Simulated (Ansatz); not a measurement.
**1T (CdI2-type) PtTe2: properties by level of theory**

Reference values: lattice constant a 4.026 Å (measured, temperature not stated, not corrected to a static lattice; as tabulated in Pelayo et al. (2023), arXiv:2312.15371); lattice parameter c 5.221 Å (measured, temperature not stated, no zero-point or thermal correction; as tabulated in Pelayo et al. (2023), arXiv:2312.15371).

| level (code) | lattice constant a (Å) | lattice parameter c (Å) |
|---|---|---|
| LDA (Ansatz) | 4.019 | (withheld) |
| rVV10 (Ansatz) | (withheld) | (withheld) |
| PBE0 (Ansatz) | (withheld) | (withheld) |

**Question.** Complete the blanks.

**Answer.** 
- LDA (Ansatz, a quantum-chemistry and plane-wave program), lattice parameter c (Å): 5.094
- rVV10 (Ansatz), lattice constant a (Å): 4.124
- rVV10 (Ansatz), lattice parameter c (Å): 5.414
- PBE0 (Ansatz), lattice constant a (Å): 4.030
- PBE0 (Ansatz), lattice parameter c (Å): 5.464

Differences from the reference values (errors of the level alone only where the reference is corrected to a static lattice):

| level | lattice constant a (%) | lattice parameter c (%) |
|---|---|---|
| LDA | -0.17 | -2.43 |
| rVV10 | +2.43 | +3.70 |
| PBE0 | +0.10 | +4.65 |

Nearest: lattice constant a, not ranked (reference at room or unstated temperature); lattice parameter c, not ranked (reference at room or unstated temperature).

Caveats: the cell comes from a level without a dispersion term, which matters for the spacing of layers, chains or molecules (LDA, PBE0). Ansatz's density-functional and Hartree–Fock values are scalar-relativistic unless marked +SOC, with PAW data made under PBE.

Differences are worked out from the printed values.
